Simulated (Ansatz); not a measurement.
Quick settings and what they miss: Ba3WO6 (Fm-3m, 10 atoms in the cell)

Self-consistent single point.

```xyz
10
Lattice="0.0000 4.6010 4.6010 4.6010 0.0000 4.6010 4.6010 4.6010 0.0000" Properties=species:S:1:pos:R:3 pbc="T T T"
Ba     6.9015     6.9015     6.9015
Ba     2.3005     2.3005     2.3005
Ba     4.6010     4.6010     4.6010
W      0.0000     0.0000     0.0000
O      4.6010     7.2284     4.6010
O      4.6010     1.9735     4.6010
O      1.9735     4.6010     4.6010
O      7.2284     4.6010     4.6010
O      4.6010     4.6010     7.2284
O      4.6010     4.6010     1.9735
```

Method: LDA (PW92), PAW files made with PBE (plane waves; Ansatz, an electronic-structure program).

Base settings: basis.ecutwfc = 420 eV; kpoints.mp_grid.grid = 4 4 4; hamiltonian.xc = lda; hamiltonian.pseudopotentials = {kind: paw} (the program's default PAW files); scf.occupations.method = fixed.

Tight run (finer mesh or higher cutoff; not a proven limit): basis.ecutwfc: 420 eV → 590 eV; kpoints.mp_grid.grid: 4 4 4 → 6 6 6; scf.convergence.dr2_threshold: default (1e-07 eV) → 1e-09 eV. It gave top of the valence band (on the code's own zero) 6.91 eV; gap on the k-point mesh 2.37 eV; pressure -14.11 GPa; largest force (vector length) 0.727 eV/Å.

Quick runs, as changes from the base:
- A: the base itself
- B: basis.ecutwfc: 420 eV → 335 eV; kpoints.mp_grid.grid: 4 4 4 → 6 6 6; scf.occupations.method: fixed → cold; scf.occupations.width: default → 0.272 eV
- C: basis.ecutwfc: 420 eV → 250 eV; kpoints.mp_grid.grid: 4 4 4 → 1 1 1
- D: basis.ecutwfc: 420 eV → 250 eV; kpoints.mp_grid.grid: 4 4 4 → 6 6 6; hamiltonian.xc: lda → pbesol; scf.occupations.method: fixed → cold; scf.occupations.width: default → 0.136 eV [PBEsol]
- E: basis.ecutwfc: 420 eV → 210 eV

Dashes: energy of D, another energy zero.

Gaps are read on each run's own mesh, which may miss the band edges.

† marks runs with another functional, U, potentials or spin treatment: their distance from the tight run is not a convergence error alone.

The count of work is k-points × plane waves × bands × iterations; it is no time. 

Pressures in the table are Ansatz's without its Pulay estimate, at a fixed set of plane waves; the tight run's value above holds the estimate.

The starting cell comes from a database of computed structures (which also holds hypothetical and non-ambient phases and stackings), without a prior relaxation at this level. Its lattice was rescaled by a random factor within 2.5 % of one. Spin-orbit coupling is off. In the base run, with a pressure of about -14 GPa the cell is away from its equilibrium volume at this level.

| run | energy less tight (meV/atom) | pressure less tight (GPa) | largest miss in a force vector (eV/Å) | gap on the mesh less tight (eV) | count of work / tight |
|---|---|---|---|---|---|
| A | 3.6 | -0.33 | 0.000 | 0.000 | 0.27 |
| B | 76.4 | -4.67 | 0.011 | 0.001 | 0.43 |
| C | 1456.5 | -28.41 | 1.021 | -0.052 | 0.018 |
| D† | – | -34.82 | 0.019 | 0.096 | 0.28 |
| E | 2980.4 | -90.26 | 0.824 | -0.058 | 0.096 |

Among the runs at the tight run's level, the energy misses run from 3.6 to 2980.4 meV/atom.

Left out of this page: 1 run of the series with a known weakness of the program.

Keys are those of Ansatz 0.2.
